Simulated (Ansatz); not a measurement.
A periodic model of amorphous Hf18O37Mg:

```
CELL_PARAMETERS angstrom
      8.77693     0.27402     0.38042
      0.27402     9.07144    -0.23857
      0.38042    -0.23857     9.09041
ATOMIC_POSITIONS crystal
  Hf 0.58371 0.43867 0.71915
  Hf 0.59395 0.87175 0.88446
  Hf 0.99907 0.69335 0.79292
  Hf 0.07020 0.77469 0.38743
  Hf 0.47773 0.82512 0.23356
  Hf 0.83003 0.26012 0.47715
  Hf 0.12037 0.05402 0.68924
  Hf 0.36610 0.24644 0.96482
  Hf 0.49714 0.44134 0.25793
  Hf 0.05721 0.03800 0.05199
  Hf 0.93219 0.33945 0.87192
  Hf 0.19783 0.15651 0.34762
  Hf 0.22827 0.65246 0.04436
  Hf 0.71366 0.13475 0.18870
  Hf 0.23490 0.40929 0.57725
  Hf 0.73349 0.70760 0.53088
  Hf 0.52127 0.04746 0.55542
  Hf 0.36774 0.71901 0.62692
  O  0.14551 0.19147 0.88489
  O  0.60638 0.62612 0.19930
  O  0.24859 0.12131 0.12347
  O  0.31435 0.34620 0.35311
  O  0.96687 0.12957 0.26064
  O  0.66288 0.91147 0.66502
  O  0.93022 0.77022 0.60175
  O  0.28253 0.70574 0.26840
  O  0.40935 0.02421 0.35097
  O  0.05094 0.32309 0.45661
  O  0.45094 0.50511 0.52908
  O  0.41122 0.79714 0.01699
  O  0.27940 0.18318 0.57910
  O  0.62154 0.23893 0.61113
  O  0.76447 0.48721 0.56452
  O  0.53403 0.25313 0.11886
  O  0.52819 0.79137 0.45716
  O  0.86411 0.16534 0.00977
  O  0.33569 0.93396 0.67306
  O  0.50105 0.08242 0.87115
  O  0.23494 0.67562 0.82109
  O  0.10218 0.97761 0.46886
  O  0.79730 0.74785 0.90961
  O  0.01271 0.55276 0.00676
  O  0.36840 0.37739 0.78095
  O  0.86563 0.70563 0.33467
  O  0.71978 0.41773 0.88193
  O  0.34922 0.46463 0.07676
  O  0.55632 0.67302 0.74155
  O  0.71384 0.06278 0.40043
  O  0.06732 0.83222 0.14358
  O  0.70304 0.33964 0.31081
  O  0.64720 0.93229 0.11137
  O  0.18381 0.64309 0.53129
  O  0.05083 0.91714 0.84777
  O  0.04134 0.47045 0.72467
  O  0.92622 0.19501 0.68881
  Mg 0.82316 0.67123 0.11773
```

Methods: PBE, scalar-relativistic without spin-orbit coupling (Ansatz, a quantum-chemistry and plane-wave program); r2SCAN, scalar-relativistic without spin-orbit coupling (Ansatz); HSE06, scalar-relativistic without spin-orbit coupling (Ansatz). Neutral PBE cell, which sets geometry, pressure and energy: sampling: a 2×2×2 Γ-centred mesh; Fermi-Dirac width 0.02 eV; no spin polarisation. Exact exchange is cut at the faces of this 9 Å cell, which leaves hybrid gaps a finite-size error.

Preparation: random packing, a CHGNet melt and quench, and a DFT relaxation. O atoms were pushed apart under 1.9 Å during the dynamics, to hinder bonds among them. The hot cell started wider than the set density and was brought back towards it in steps. It is the lowest in DFT energy of 2 quenches. It is a model cell: composition and starting density were chosen by hand, and all elements were melted together. No dispersion term was used. Its density started from a set value of 8.82 and ended at 8.82 g/cm³. Cooling (nominally 380 K/ps over its main leg) ran many orders faster than in experiment, which tends to leave more defects and strain. Values belong to this one cell and scatter from quench to quench. The volume was held where the preparation left it and the shape relaxed.

### Question
Give the pressure, the energy against reference phases and the spacing of the highest filled and lowest empty levels.

### Answer

```json
{
  "Pressure on a 2×2×2 Γ-centred mesh": "0.78 GPa",
  "Largest force and stress component on that mesh (the relaxation ran on the zone centre alone)": "0.10 eV/Å and 0.9 GPa",
  "Energy relative to HfO2 (P2_1/c) + rock-salt MgO (lowest mix at this level among the phases computed, not always the ambient ones)": "0.171 eV/atom",
  "Level gap on a 2×2×2 Γ-centred mesh (PBE)": "3.77 eV",
  "Level gap at the zone centre (PBE)": "3.89 eV",
  "Level gap at the zone centre (r2SCAN)": "4.37 eV",
  "Level gap at the zone centre (HSE06)": "5.48 eV",
  "Distance between the nearest levels spread over more than a fifth of the atoms or a third of the atoms of their main element (six at least) (PBE, zone centre)": "4.00 eV"
}
```

### Question
At PBE and the zone centre, how localised are the states just below and above the Fermi level (participation number: the atoms over which a state spreads)?

### Answer
The highest filled state is spread over 9.8 atoms' worth, largest on O23, with weights by element (charge in smoothed Voronoi cells) O 0.96, Hf 0.04, Mg 0.00. The lowest empty state is spread over 21.7 atoms' worth, largest on Hf15, with weights by element (charge in smoothed Voronoi cells) Hf 0.59, O 0.41, Mg 0.00.

At PBE the levels at the filled edge of the gap are localised (band-tail or defect states).

Cut-offs for bonds: Hf-Hf 3.34 Å, Hf-O 2.60 Å, Hf-Mg 3.27 Å, O-O 1.58 Å, O-Mg 2.48 Å, Mg-Mg 3.19 Å. Two cations that share two anions don't count as bonded, nor two that share one unless they lie closer than Hf-Hf 3.25 Å, Hf-Mg 3.18 Å, Mg-Mg 3.10 Å.

Added carriers, by PBE, scalar-relativistic without spin-orbit coupling in Ansatz on the zone centre alone. Charged cells keep the cell fixed and stand in a uniform background, with no image correction, at a width of 0.01 eV; where the count is odd the moment is locked at 1 μB, unless the neutral cell bore moments. Each starts from the undistorted neutral geometry alone. PBE's self-interaction favours spread-out carriers, so it can miss traps that a hybrid finds.

### Question
What happens at PBE when the cell takes an extra electron and the atoms relax?

### Answer
Relaxation lowers the charged cell by 0.44 eV. The largest moves are O42 0.43 Å, Hf11 0.42 Å, O49 0.30 Å, Hf7 0.29 Å. The level that holds the added charge spreads over 10.4 atoms' worth, most on Hf7 (weight 0.20): a partly localised carrier. Bonds broken: Hf11-O42. Bonds formed: O51-Mg56. Made neutral again at that geometry, the cell lies +0.88 eV from the neutral start.

### Question
What happens at PBE when the cell takes a hole and the atoms relax?

### Answer
Relaxation lowers the charged cell by 0.25 eV. The largest moves are O28 0.30 Å, O22 0.22 Å, Hf11 0.19 Å, O55 0.12 Å. The level that was emptied spreads over 3.2 atoms' worth, most on O28 (weight 0.41): a localised (trapped) carrier, which neighbours of that atom can share. No bond crosses its cut-off with a change of over 0.15 Å (metal-metal contacts aside). Made neutral again at that geometry, the cell lies +1.01 eV from the neutral start.
